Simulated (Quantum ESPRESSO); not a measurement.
Equation of state of TiO2 (space group 141): energy against volume (Quantum ESPRESSO, PBE)

```yaml
crystal:
  lattice:
    - [-1.85885, 1.85885, 4.67045]
    - [1.85885, -1.85885, 4.67045]
    - [1.85885, 1.85885, -4.67045]
  atoms:
    - { symbol: Ti, position: [0.75000, 0.25000, 0.50000] }
    - { symbol: Ti, position: [0.00000, 0.00000, 0.00000] }
    - { symbol: O, position: [0.54200, 0.04200, 0.50000] }
    - { symbol: O, position: [0.79200, 0.79200, 0.00000] }
    - { symbol: O, position: [0.20800, 0.20800, 0.00000] }
    - { symbol: O, position: [0.95800, 0.45800, 0.50000] }
```

Level of theory: PBE, GBRV 1.5 ultrasoft (PBE) pseudopotentials (plane waves; Quantum ESPRESSO 7.5). Settings: ecutwfc = 65 Ry; ecutrho = 520 Ry; occupations = smearing; smearing = fermi-dirac; degauss = 0.000734986 Ry; potentials = {Ti: ti_pbe_v1.4.uspp.F.UPF, O: o_pbe_v1.2.uspp.F.UPF}; K_POINTS = automatic 12 12 12 0 0 0; conv_thr = 1e-10 Ry; mixing_beta = 0.3. The cell above is the first row's. The rows scale it uniformly. In all rows fractional positions and the k mesh are held. E is the free energy at the stated smearing, counted from the lowest row.

```
V (Å^3/atom)  E (meV/atom)
------------  ------------
10.759                   ?
10.992               26.46
11.226               10.55
11.460                1.97
11.694                0.00
11.928                3.97
12.162               13.27
12.396               27.37
12.630               45.79
```

The 8 complete rows are fitted with the third-order Birch-Murnaghan form, a cubic in V^(-2/3), E against V. With u = V^(-2/3) - 0.193, the rows have u = 0.009278, 0.006457, 0.003733, 0.001100, -0.001447, -0.003912, -0.006299, -0.008613. Least squares gives E = 1.010 - 1403.17·u + 443715·u² + 345221·u³. Residuals (row less fit): -0.003, 0.008, -0.003, -0.004, 0.002, 0.001, 0.002, -0.001; standard error 0.005 (degrees of freedom: 4). Its minimum lies at u = 0.001578, so V0 = (0.194578)^(-3/2) = 11.65. There d²E/du² = 890700 and d³E/du³ = 2071000, so B0 = (4/9) × 11.65^(-7/3) × 890700 × 0.160218 = 206 GPa (the last factor turns the table's units into GPa), and B0' = 4 + (2/3) × 0.194578 × (2071000)/890700 = 4.3. The program's pressures in the fitted runs (not shown) pass through zero at V = 11.65, 0.02 % from this V0.

Task: Estimate the missing E (V = 10.759); what did the run itself give?

Result: u = 0.012188, so E = 1.010 - 1403.17 × 0.012188 + 443715 × 0.012188² + 345221 × 0.012188³ = 50.446 meV/atom. The calculation gives 50.53 meV/atom, 0.084 meV/atom above the prediction (0.2 % of the range of E in the table). The row lies outside the fitted rows, so this is an extrapolation. From the scatter of the fitted rows alone, a prediction at this place has a standard error of 0.015 meV/atom, so the miss is 5.7 times that.

Carrying the step between the two nearest rows on in a straight line would have given 42.30, off by 8.23; series whose last step already gives the withheld value aren't shown. The scan was laid around a cell of about the measured size, scaled by a guess for this functional; axis ratios and inner coordinates come from that cell. This is a metastable polymorph. The runs keep the symmetry of the cell, so they don't test it for distortions. The shape of the cell and the inner coordinates aren't relaxed, so V0 and B0 belong to this uniform scaling; a relaxed crystal lies no higher in energy and is usually softer (forces reach 0.49 eV/Å in these rows). Cutoffs and mesh are single choices, not tested for convergence of this quantity. Series with a scatter that would blur these digits, or in which a gap closes, are not shown. Nor are scans whose minimum lies at an end fitted in this form.

Terms beyond the fitted order, or numerical noise in single rows, can give a miss of this size; the table doesn't tell which.
